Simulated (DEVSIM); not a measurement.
System: CdS/CdTe n-p heterojunction, at 300 K.

Layer 1 from the left is CdS, thickness (μm) 0.290, Nd (cm⁻³) 3.4e16, τn (s) 1.5e-9, τp (s) 1.5e-9. Layer 2 from the left is CdTe, thickness (μm) 1.40, Na (cm⁻³) 1.1e17, τn (s) 1.5e-9, τp (s) 1.5e-9.

Left contact: ohmic. Right contact: ohmic. Voltage is applied to the left contact. Recombination: SRH at mid-gap, radiative, Auger. Mobility is μmin + (μ − μmin)/(1 + (N/Nref)^α).

This is a model device: material constants are rounded textbook-type values typed into the input, and sizes, dopings and lifetimes were drawn at random. Values at 300 K.

CdS: gap (eV) 2.4, affinity (eV) 4.3, permittivity 9, Nc (cm⁻³) 2.2e18, Nv (cm⁻³) 1.8e19, μn (cm²/Vs) 300, μp (cm²/Vs) 25, μn,min 30, μp,min 3, Nref,n 1e17, Nref,p 1e17, αn 0.6, αp 0.6, B (cm³/s) 1e-10, Cn (cm⁶/s) 1e-30, Cp (cm⁶/s) 1e-30. CdTe: gap (eV) 1.5, affinity (eV) 4.28, permittivity 10.2, Nc (cm⁻³) 8e17, Nv (cm⁻³) 1.8e19, μn (cm²/Vs) 1000, μp (cm²/Vs) 80, μn,min 100, μp,min 10, Nref,n 1e17, Nref,p 1e17, αn 0.6, αp 0.6, B (cm³/s) 1e-10, Cn (cm⁶/s) 1e-30, Cp (cm⁶/s) 1e-30.

Simulated with DEVSIM: 1D drift-diffusion, Boltzmann statistics, complete ionisation; no tunnelling, impact ionisation, image-force lowering or self-heating. Band offsets follow the typed affinities; no thermionic-emission limit at abrupt steps, no polarisation charge.

What does the simulation give for the dark forward voltage at 100 A/cm², the potential step across the device at zero bias, the dark forward voltage at 1 A/cm², the largest field in the device at zero bias?

dark forward voltage at 100 A/cm² 1.243 V; potential step across the device at zero bias 1.240 V; dark forward voltage at 1 A/cm² 1.117 V; largest field in the device at zero bias 110000 V/cm.
